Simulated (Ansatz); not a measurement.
The starting structures come from a database of crystals and need not be the phases stable at ambient conditions.

Evanescent states of SnO2 (Pa-3, not sure to be the ambient phase, 12 atoms a cell, 11.6 Å³ an atom, -9 GPa at this level) along the normal of (110)

Computed with r2SCAN (plane waves, PAW; Ansatz, an electronic-structure program).

No gap correction and no spin-orbit coupling; mid-gap values are interpolated between computed energies.

Energies count from the valence-band top; κ is the least over a 6×4 mesh across the current.

```
E (eV)  κ (1/Å)  where
------  -------  -----
0.04      0.076      Γ
0.10      0.092      Γ
0.17      0.102      Γ
0.24      0.109      Γ
0.32        [?]      Γ
0.39        [?]      Γ
0.46        [?]      Γ
0.53        [?]      Γ
0.59        [?]      Γ
0.67      0.109      Γ
0.73        [?]      Γ
0.81        [?]      Γ
0.88      0.087      Γ
0.94      0.075      Γ
1.01      0.058      Γ
1.08      0.030      Γ
```

Some entries are withheld; supply them.


- 0.32, κ (1/Å): 0.113
- 0.39, κ (1/Å): 0.116
- 0.46, κ (1/Å): 0.116
- 0.53, κ (1/Å): 0.115
- 0.59, κ (1/Å): 0.113
- 0.73, κ (1/Å): 0.104
- 0.81, κ (1/Å): 0.096
